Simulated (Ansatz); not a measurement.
Cells marked so need not be the phases stable at ambient conditions, and some may be hypothetical.

No gap correction and no spin-orbit coupling; mid-gap values are interpolated between computed energies.

A. LiTaS2 (P6_3/mmc, not sure to be the ambient phase, 8 atoms a cell, 15.6 Å³ an atom), along the normal of (001)
B. AlInSb$_{2}$ (P-4m2, not sure to be the ambient phase, 4 atoms a cell, 32.2 Å³ an atom), along the normal of (111)
C. Li2HfN2 (P-3m1, not sure to be the ambient phase, 5 atoms a cell, 9.8 Å³ an atom), along the normal of (001)
D. CsLiCl₂ (P4/nmm, not sure to be the ambient phase, 8 atoms a cell, 28.4 Å³ an atom), along the normal of (100)

**Question.** Rank these by mid-gap decay constant of the slowest evanescent state (lowest first), as r2SCAN run with Ansatz (a first-principles code) gives it.

**Answer.** B (0.06 1/Å), A (0.19 1/Å), C (0.31 1/Å), D (0.43 1/Å)
